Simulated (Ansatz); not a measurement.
Effective masses and thermopower of SiC (F-43m)

Consider the following.

```xyz
2
Lattice="0.0000 2.1628 2.1628 2.1628 0.0000 2.1628 2.1628 2.1628 0.0000" Properties=species:S:1:pos:R:3 pbc="T T T"
Si     1.0814     1.0814     1.0814
C      0.0000     0.0000     0.0000
```

Computed with PBEsol, rigid bands (plane waves, PAW, scalar-relativistic; Ansatz, a program for electronic structure). Condition of this run: hydrostatic pressure 5 GPa (the target of the relaxation). How the cell was made: cell and atoms relaxed with PBEsol, then loaded as said.

- band gap = 1.22 eV
- electron conductivity mass (300 K, dilute) = 0.29 mₑ
- hole conductivity mass (300 K, dilute) = 0.69 mₑ
- effective density of states N_c (300 K) = 1.4e19 cm⁻³
- effective density of states N_v (300 K) = 1.7e20 cm⁻³
- density-of-states mass, electrons = 0.67 mₑ
- density-of-states mass, holes = 3.5 mₑ
- Seebeck coefficient, n-type 1e19 cm⁻³, 300 K = -248 μV/K
- best n-type power factor at 300 K for τ = 10 fs (best axis; densities from 1e16 to 1e21 cm⁻³ tried, whether or not they can be reached) = 7.6 μW/(cm·K²) at 3e19 cm⁻³
- Seebeck coefficient, p-type 1e19 cm⁻³, 300 K = 445 μV/K
- best p-type power factor at 300 K for τ = 10 fs (best axis; densities from 1e16 to 1e21 cm⁻³ tried, whether or not they can be reached) = 32 μW/(cm·K²) at 3e20 cm⁻³

Rigid bands; masses and Seebeck coefficients take one relaxation time τ for all states and one kind of carrier; polarons and phonon drag are left out. Spin-orbit coupling is left out; where it splits the top of the valence band, N_v and the p-type Seebeck coefficient come out somewhat high without it.
